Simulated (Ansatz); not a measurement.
A self-consistent single point of As (R-3m, 2 atoms in the cell) with Ansatz (a quantum-chemistry and plane-wave program).

Level of theory: PBEsol, default PAW files made with PBE (plane waves; Ansatz).

```
CELL_PARAMETERS angstrom
      3.68036    -1.88000     0.00000
      3.68036     1.88000     0.00000
      2.72002     0.00000     3.11142
ATOMIC_POSITIONS crystal
  As 0.22700 0.22700 0.22700
  As 0.77300 0.77300 0.77300
```

Reference input (self-consistent single point, DFT, PBE, plane waves, default PAW files): kpoints.mp_grid.grid = 7 7 7; hamiltonian.xc = pbe; hamiltonian.pseudopotentials = {kind: paw} (the program's default PAW files); scf.occupations.method = fermi_dirac; scf.occupations.width = 0.05 eV. This run's input differs from it in these lines:

Ansatz 0.2 input:
```diff
@@ -12,3 +12,3 @@
 hamiltonian:
-  xc: pbe
+  xc: pbesol
   pseudopotentials:
```

The program printed (abridged):

```
SCF iter   1: F=—  HF=-9626.059061 eV  |F-HF|=—  |Δ(HF+E_count)|=         —  Δρ=2.04e-3  dr2=1.45e-3  ethr=1.77e-3  ⟨swp⟩=5.9  Hψ=3934  notcnv=0
all-band conjugate gradients solve this SCF's bands
preconditioner: auto → Kerker (q_TF=auto, 2.569 Å⁻¹)
SCF iter   2: F=—  HF=-9626.058481 eV  |F-HF|=—  |Δ(HF+E_count)|=   5.81e-4  Δρ=1.31e-3  dr2=6.62e-4  ethr=4.83e-6  ⟨swp⟩=2.2  Hψ=1853  notcnv=0
SCF iter   3: F=—  HF=-9626.058545 eV  |F-HF|=—  |Δ(HF+E_count)|=   6.47e-5  Δρ=4.79e-4  dr2=1.36e-4  ethr=2.21e-6  ⟨swp⟩=1.9  Hψ=1023  notcnv=0
SCF iter   4: F=—  HF=-9626.058552 eV  |F-HF|=—  |Δ(HF+E_count)|=   6.94e-6  Δρ=1.12e-4  dr2=5.70e-6  ethr=4.52e-7  ⟨swp⟩=2.6  Hψ=1286  notcnv=0
SCF iter   5: F=—  HF=-9626.058553 eV  |F-HF|=—  |Δ(HF+E_count)|=   1.22e-6  Δρ=4.41e-5  dr2=5.15e-7  ethr=1.90e-8  ⟨swp⟩=2.0  Hψ=1497  notcnv=0
SCF iter   6: F=-9626.058552 eV  HF=-9626.058552 eV  |F-HF|=3.61e-8  |Δ(HF+E_count)|=   1.18e-6  Δρ=1.06e-5  dr2=5.07e-8  ethr=3.33e-10  ⟨swp⟩=5.1  Hψ=3757  notcnv=0
SCF 1 converged in 6 iterations: F = -9626.058552 eV  dr2 = 5.07e-8
Free energy (F): -9626.058552 eV
Internal energy: -9626.056119 eV  (E = F + TS)
E sigma→0 (E₀):  -9626.057336 eV
Entropy (-TS):   -0.002433 eV (-1.216 meV/atom)
Fermi energy:    10.614494 eV
--- Forces (eV/Å), atoms counted from 1 ---
  atom   1  As     0.13679307     0.00000000     0.04222116
  atom   2  As    -0.13679307     0.00000000    -0.04222116
--- Stress (GPa, compression-positive) ---
       -1.033923       0.000000      -0.356910
        0.000000       0.122435      -0.000000
       -0.356910       0.000000       0.012275
  P = ⅓ Tr σ = -0.2997 GPa (-2.997 kbar)
  The stress holds the Pulay correction. Without it, at fixed plane waves, as pw.x and ABINIT print it: P = -0.3238 GPa
```

The run converged in 6 iterations. Against the reference run the pressure goes from 3.13 to -0.30 GPa and the largest force goes from 0.195 to 0.143 eV/Å.

The starting cell has typed, rounded lattice constants, without a prior relaxation at this level. Ansatz's pressure includes its estimate of the finite-basis (Pulay) stress.
